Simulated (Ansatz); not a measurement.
By PBEsol, the system below comes out a metal.

Here is the system:

```xyz
6
Lattice="4.7790 0.0000 0.0000 2.3895 4.2629 0.0000 2.3895 0.0000 4.1175" Properties=species:S:1:pos:R:3 pbc="T T T"
Ti     2.3895     0.0000     0.0000
Ti     5.9738     2.1315     2.0588
Si     2.3895     0.0000     2.7787
Si     4.7790     0.0000     1.3388
Si     3.5843     2.1315     3.3975
Si     3.5843     2.1315     0.7200
```

The cell is taken as given; by PBEsol it stands under a pressure of -1.9 GPa.

The current flows along the normal of the first two printed cell vectors. No spin-orbit coupling; the value is a mean over 0.1 eV about the Fermi level.

Q: Give the ballistic conductance per area that PBEsol (Ansatz, an electronic-structure program) yields.

A: 0.59 × 10¹⁵ S/m² for both spins.
